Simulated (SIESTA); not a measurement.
SIESTA run on TaTi (Cmmm, 2 atoms in the cell): relaxation of cell and atoms.

Method of the run: SIESTA 5.4.2 with LDA PW92, numerical atomic orbitals DZP, PseudoDojo LDA standard norm-conserving potentials (rewritten from UPF to PSML).

The change in words: atoms on their sites; MeshCutoff: 350 Ry → 175 Ry; MD.TypeOfRun: default → FIRE; MD.Steps: default → 40; MD.MaxForceTol: default → 0.02 eV/Ang; MD.VariableCell: default → true; MD.MaxStressTol: default → 0.05 GPa. Reference geometry:
```yaml
crystal:
  lattice:
    - [1.62471, -2.28601, 0.00000]
    - [1.62471, 2.28601, 0.00000]
    - [0.00000, 0.00000, 4.66071]
  atoms:
    - { symbol: Ti, position: [0.50000, 0.50000, 0.51073] }
    - { symbol: Ta, position: [0.00000, 0.00000, 0.00000] }
```

Reference input (self-consistent single point, DFT, LDA PW92, numerical atomic orbitals DZP, PseudoDojo LDA standard norm-conserving potentials (rewritten from UPF to PSML)): XC.functional = LDA; XC.authors = PW92; potentials = PseudoDojo LDA standard; PAO.BasisSize = DZP; PAO.EnergyShift = 0.01 Ry; MeshCutoff = 350 Ry; kgrid.MonkhorstPack = 4 4 3; OccupationFunction = FD; ElectronicTemperature = 0.1 eV; MaxSCFIterations = 150; SCF.Mixer.Method = Pulay; SCF.Mixer.Weight = 0.25. This run's input differs from it in these lines:

```diff
@@ -18,3 +18,3 @@
 %block AtomicCoordinatesAndAtomicSpecies
-     0.500000000    0.500000000    0.510728000  1
+     0.500000000    0.500000000    0.500000000  1
      0.000000000    0.000000000    0.000000000  2
@@ -26,3 +26,3 @@
 PAO.EnergyShift              0.01 Ry
-MeshCutoff                   350 Ry
+MeshCutoff                   175 Ry
 %block kgrid.MonkhorstPack
@@ -41,2 +41,7 @@
 Diag.ParallelOverK           true
+MD.TypeOfRun                 FIRE
+MD.Steps                     40
+MD.MaxForceTol               0.02 eV/Ang
+MD.VariableCell              true
+MD.MaxStressTol              0.05 GPa
 WriteForces                  true
```

Output (repeated stretches shortened):

```
        iscf     Eharris(eV)        E_KS(eV)     FreeEng(eV)     dDmax    Ef(eV) dHmax(eV)
   scf:    1    -3361.246392    -3380.579018    -3380.676257  1.389478 -4.185727 13.152245
   scf:    2    -3352.580410    -3377.930289    -3377.987149  0.795944 -4.205034 15.537903
   scf:    3    -3388.578589    -3386.105375    -3386.191564  0.343457 -4.467687  3.751819
   scf:    4    -3384.368205    -3385.923903    -3386.037437  0.264673 -5.048462  3.723762
   scf:    5    -3384.926526    -3386.245517    -3386.334803  0.163126 -4.861338  2.677263
   [... 4 lines left out ...]
   scf:   10    -3386.546666    -3386.546708    -3386.648642  0.000285 -4.959434  0.000792
   scf:   11    -3386.546712    -3386.546710    -3386.648642  0.000046 -4.959395  0.000562
   scf:   12    -3386.546705    -3386.546707    -3386.648642  0.000018 -4.959416  0.000078
   scf:   13    -3386.546708    -3386.546707    -3386.648642  0.000007 -4.959424  0.000009
SCF Convergence by DM+H criterion
max |DM_out - DM_in|         :     0.0000070442
max |H_out - H_in|      (eV) :     0.0000092134
SCF cycle converged after 13 iterations

Using DM_out to compute the final energy and forces

siesta: E_KS(eV) =            -3386.5467

siesta: E_KS - E_eggbox =     -3386.5467

siesta: Atomic forces (eV/Ang):
     1   -0.000000    0.000000   -0.000000
   [... lines left out ...]
siesta: Pressure (static):        -95.24584288  kBar
siesta: Pressure (total):        -95.24584288  kBar
No target stress found, assuming hydrostatic MD.TargetPressure.
Target stress (kBar)
outcell: Cell volume (Ang**3)        :     32.4836
        iscf     Eharris(eV)        E_KS(eV)     FreeEng(eV)     dDmax    Ef(eV) dHmax(eV)
siesta: Pressure (static):         -0.45066543  kBar
siesta: Pressure (total):         -0.45066543  kBar
outcell: Cell volume (Ang**3)        :     32.4836
siesta: FreeEng =     -3386.744964
   [... lines left out ...]
               4px     3dxy    3dyz    3dz2    3dxz    3dx2-y2 3dxy    3dyz
               3dz2    3dxz    3dx2-y2
   1 12.037   1.892   0.645   0.018   1.987   1.958   1.969   0.258   0.390
              0.322   0.527   0.475   0.588   0.633   0.566  -0.061   0.005

             -0.050  -0.035  -0.051

Species: Ta
Atom  Qatom  Qorb
               5s      6s      6s      5py     5pz     5px     6py     6pz
               6px     5dxy    5dyz    5dz2    5dxz    5dx2-y2 5dxy    5dyz
               5dz2    5dxz    5dx2-y2
   2 12.963   1.839   0.886  -0.220   1.932   1.942   1.933   0.249   0.228
              0.182   0.912   0.892   0.849   0.967   0.815  -0.069  -0.128

             -0.062  -0.106  -0.080

mulliken: Qtot =       25.000

Mulliken Atomic Populations:
Atom #   charge [q] valence [e]  Species
     1    -0.037295   12.037295  Ti
     2     0.037295   12.962705  Ta
 Total    -0.000000
```

The relaxation ended unconverged. 

The starting cell comes from a database of computed structures (which also holds hypothetical and non-ambient phases and stackings), without a prior relaxation at this level. Its lattice was rescaled by up to half a per cent. Values carry the incompleteness of an atom-centred basis.

Cost on one core of a shared machine: roughly 3 min.
